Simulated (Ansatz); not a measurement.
Functionals compared on NH2 on the 1x1 (110) surface of bcc Ta, one in a 2x2 cell, started at the site 'hollow Ta-Ta-Ta', in Ansatz (plane waves, PAW). The structure was relaxed with PBE; the other rows are single points on it, each with its references at the same level. Cutoff 420 eV (500 eV for r2SCAN).

Set-up: 19 atoms, 6.8 Å thick at the start under the adsorbate (thin: gaps and levels are the slab's own); mesh 5x5x1; 0.1 eV smearing; dipole correction on; 8 atoms held, the rest relaxed; no symmetry held; no spin, no spin-orbit, no U, no dispersion correction. At the end it is bonded to 3 Ta. In PBE it is, or lies within 0.03 eV of, the lowest of the starts that converged. These notes are the PBE run's. Adsorption energies are against NH3(g) − ½ H2(g). A negative adsorption energy means that the adsorbate is more stable on the surface than in its reference.

| functional | adsorption energy (eV) | work function of the top face (eV) | change of the work function (eV) | rough cost of the single point |
|---|---|---|---|---|
| PBE | -1.11 | 3.45 | -1.32 | – |
| RPBE | ? | ? | ? | very roughly 3 core-minutes |
| r2SCAN | -1.45 | 3.48 | -1.40 | around 7 core-minutes (rough) |

Some entries are withheld; supply them.


- RPBE, adsorption energy (eV): -0.86
- RPBE, work function of the top face (eV): 3.34
- RPBE, change of the work function (eV): -1.31

Ansatz is a quantum-chemistry and plane-wave program.
